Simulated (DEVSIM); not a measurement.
System: illuminated Si n-on-p cell, one wavelength, at 350 K.

Layer 1 from the left is Si, thickness (μm) 0.450, Nd (cm⁻³) 4.5e18, τn (s) 5.1e-8, τp (s) 9.5e-7, absorption coefficient (cm⁻¹) 34000. Layer 2 from the left is Si, thickness (μm) 33.0, Na (cm⁻³) 6.7e16, τn (s) 1.5e-6, τp (s) 1.5e-6, absorption coefficient (cm⁻¹) 34000.

Left contact: ohmic, minority hole recombination velocity 100 cm/s. Right contact: ohmic, minority electron recombination velocity 50 cm/s. Voltage is applied to the left contact. Recombination: SRH at mid-gap, radiative, Auger. Light enters at the left, 1.7e17 photons cm⁻² s⁻¹, one pass, no reflection. Mobility is μmin + (μ − μmin)/(1 + (N/Nref)^α).

This is a model device: material constants are rounded textbook-type values typed into the input, and sizes, dopings and lifetimes were drawn at random. Values at 300 K; Nc and Nv go as T^1.5, mobilities as T to minus their exponent, the gap by Varshni's rule with the affinity fixed.

Si: gap (eV) 1.124, affinity (eV) 4.05, permittivity 11.7, Nc (cm⁻³) 2.86e19, Nv (cm⁻³) 3.1e19, μn (cm²/Vs) 1417, μp (cm²/Vs) 470, μn,min 52, μp,min 45, Nref,n 9.7e16, Nref,p 2.2e17, αn 0.68, αp 0.72, T exponent of μn 2.3, T exponent of μp 2.2, B (cm³/s) 4.7e-15, Cn (cm⁶/s) 2.8e-31, Cp (cm⁶/s) 9.9e-32, Varshni α (eV/K) 0.000473, Varshni β (K) 636.

DEVSIM, 1D drift-diffusion, Boltzmann statistics, complete ionisation; no tunnelling, impact ionisation, image-force lowering or self-heating.

Dark forward current:

| |V| (V) | |J| (A/cm²) |
|---|---|
| 0.05 | 3.835e-8 |
| 0.10 | 1.321e-7 |
| 0.15 | 3.974e-7 |
| 0.20 | 1.263e-6 |
| 0.25 | 4.544e-6 |
| 0.30 | 1.870e-5 |
| 0.35 | 8.550e-5 |
| 0.40 | 0.0004176 |
| 0.45 | 0.002114 |
| 0.50 | 0.01089 |
| 0.55 | 0.05641 |
| 0.60 | 0.2886 |
| 0.65 | 1.372 |
| 0.70 | 5.233 |
| 0.75 | 15.19 |
| 0.80 | 40.18 |
| 0.85 | 117.0 |
| 0.90 | 411.6 |
| 0.95 | 1465 |
| 1.00 | 4039 |

**Question.** Work out the local ideality factor n = ΔV / (kT/q · ln(J2/J1)) between the rows 0.15 and 0.20 V, 0.50 and 0.55 V, 0.95 and 1.00 V.

**Answer.** kT/q = 30.16 mV. From 0.15 to 0.20 V: ln(1.263e-6/3.974e-7) = 1.156, n = 1.43. From 0.50 to 0.55 V: ln(0.05641/0.01089) = 1.645, n = 1.01, near the 1 of diffusion or emission over a barrier. From 0.95 to 1.00 V: ln(4039/1465) = 1.014, n = 1.63.

**Question.** What current could the absorbed light give at most, and what share is collected?

**Answer.** Σ αd = 114, so qΦ(1 − exp(−Σ αd)) = 27.2 mA/cm². The simulated short-circuit current is 27.10 mA/cm², a share of 0.99.

**Question.** Estimate the open-circuit voltage by superposition: the voltage at which the dark current equals that short-circuit current.

**Answer.** Interpolating ln J in the table gives 0.528 V. The simulation gives 0.528 V, the same within the digits that matter. Superposition holds where collection doesn't change with voltage.

**Question.** Estimate the fill factor from FF0 = (v − ln(v + 0.72))/(v + 1), v = qVoc/(nkT), with n from the dark curve.

**Answer.** The rows about Voc, 0.50 and 0.55 V, give n = 1.01, so v = 17.4 and FF0 = 0.788. The simulation gives 0.787, the same within the digits that matter.
